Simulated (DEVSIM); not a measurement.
Device: Cr/SiO2/p-Ge capacitor, at 300 K.

Layer 1 from the left is SiO2, thickness (nm) 1.20. Layer 2 from the left is Ge, thickness (nm) 1900, Na (cm⁻³) 9.9e16.

Metal gate on the left, work function 4.5 eV. Fixed charge at the semiconductor interface 0 cm⁻² (in units of +e); no interface traps.

Constants are typed, rounded textbook-type inputs, not results; the design itself was drawn at random and stands for no fabricated device. Values at 300 K.

SiO2: gap (eV) 9, affinity (eV) 0.9, permittivity 3.9. Ge: gap (eV) 0.664, affinity (eV) 4, permittivity 16, Nc (cm⁻³) 1.04e19, Nv (cm⁻³) 6e18.

Estimate by hand the flat-band voltage, the threshold voltage, and compare with a numerical solution.


- Flat-band voltage: C = 2.88 μF/cm², work-function difference -0.058 V; VFB = φms − qNf/C = -0.06 V; numerical -0.06 V.
- Threshold voltage: φF = 0.219 V, depletion charge √(4εqNφF) = 1.40e-7 C/cm²; VT = VFB + 2φF + Qd/C = 0.43 V; numerical 0.43 V.

DEVSIM, 1D Poisson equation in equilibrium, Boltzmann statistics, complete ionisation; no quantum confinement or tunnelling. Metal contacts follow the ideal Schottky-Mott rule: no Fermi-level pinning, no interface dipoles.
